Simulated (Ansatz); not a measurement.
**How the bulk modulus B0 of ScSiO (model structure, started from the ZrSiS type, P4/nmm, No. 129, 6 atoms in the cell) moves with the method**

No measured value is used here.

| level (code) | value (GPa) | cell (Å³/atom) |
|---|---|---|
| LDA (Ansatz) | 144 | 12.61 |
| PBE (Ansatz) | 126 | 13.39 |
| PBEsol (Ansatz) | 136 | 12.97 |
| r²SCAN (Ansatz) | 137 | 13.19 |

LDA, PBE, PBEsol, r²SCAN: the bulk modulus is −V dP/dV from two relaxed cells at ±2 % in volume. Each level is taken at its own relaxed cell. Cutoffs differ between the levels. Ansatz's density-functional and Hartree–Fock values are scalar-relativistic unless marked +SOC, with PAW data made under PBE.

A model structure was made by putting elements into a prototype or built by hand; it is no filed structure, need not be a known phase, and can be a saddle point held by its symmetry.

Ansatz is an electronic-structure program.
